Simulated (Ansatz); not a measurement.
**Convergence series on Ti4H3 (P-42m, 7 atoms in the cell)**

```cif
data_H3Ti4
_chemical_formula_sum 'Ti4 H3'
_space_group_name_H-M_alt 'P 1'
_space_group_IT_number 1
_cell_length_a 4.22111
_cell_length_b 4.22111
_cell_length_c 4.36891
_cell_angle_alpha 90.000
_cell_angle_beta 90.000
_cell_angle_gamma 90.000
loop_
_space_group_symop_operation_xyz
  'x, y, z'
loop_
_atom_site_label
_atom_site_type_symbol
_atom_site_fract_x
_atom_site_fract_y
_atom_site_fract_z
_atom_site_occupancy
Ti1 Ti 0.25549 0.25549 0.25972 1
Ti2 Ti 0.25549 0.74451 0.74028 1
Ti3 Ti 0.74451 0.74451 0.25972 1
Ti4 Ti 0.74451 0.25549 0.74028 1
H1 H 0.00000 0.00000 0.00000 1
H2 H 0.00000 0.00000 0.50000 1
H3 H 0.50000 0.50000 0.00000 1
```

Computed with PBEsol, default PAW files made with PBE (plane waves; Ansatz, a quantum-chemistry and plane-wave program).

The starting cell comes from a database of computed structures (which also holds hypothetical and non-ambient phases and stackings), without a prior relaxation at this level. Spin polarisation is off. In the base run, with a pressure of about -3 GPa the cell is away from its equilibrium volume at this level. Ansatz's pressure includes its estimate of the finite-basis (Pulay) stress.

Held fixed: kpoints.mp_grid.grid = 5 5 5; hamiltonian.xc = pbesol; hamiltonian.pseudopotentials = {kind: paw} (the program's default PAW files); scf.occupations.method = cold; scf.occupations.width = 0.0147 Ry.

ΔF is the free energy per atom less that of the last row (61.7 Ry).

The first pressure column holds Ansatz's estimate of the finite-basis (Pulay) stress, which hides part of the cutoff error; the other is without it.

| basis.ecutwfc | ΔF (meV/atom) | pressure (GPa) | largest force (eV/Å) | pressure at a fixed set of plane waves (GPa) | plane waves | iterations |
|---|---|---|---|---|---|---|
| 12.5 Ry | 7752.6 | 13.74 | 0.843 | -363.06 | 405 | 8 |
| 15.4 Ry | 2278.9 | -6.11 | 0.434 | -148.97 | 511 | 8 |
| 18.4 Ry | 615.8 | -4.85 | 0.125 | -55.99 | 707 | 7 |
| 21.7 Ry | 116.7 | -3.19 | 0.105 | -16.77 | 921 | 7 |
| 24.6 Ry | 20.6 | -3.15 | 0.082 | -6.19 | 1053 | 7 |
| 27.9 Ry | 3.4 | -3.36 | 0.079 | -3.71 | 1317 | 7 |
| 30.9 Ry | 1.65 | -3.38 | 0.078 | -3.46 | 1523 | 7 |
| 35.6 Ry | 0.80 | -3.39 | 0.078 | -3.43 | 1879 | 7 |
| 40.1 Ry | 0.44 | -3.39 | 0.078 | -3.41 | 2221 | 7 |
| 46.3 Ry | 0.23 | -3.40 | 0.077 | -3.41 | 2809 | 7 |
| 54 Ry | 0.07 | -3.40 | 0.077 | -3.41 | 3551 | 7 |
| 61.7 Ry | 0.00 | -3.40 | 0.077 | -3.40 | 4293 | 7 |

Energy within 5 meV/atom of the last row: from basis.ecutwfc = 27.9 Ry on; the one before it is off by 21 meV/atom.

Keys are those of Ansatz 0.2.
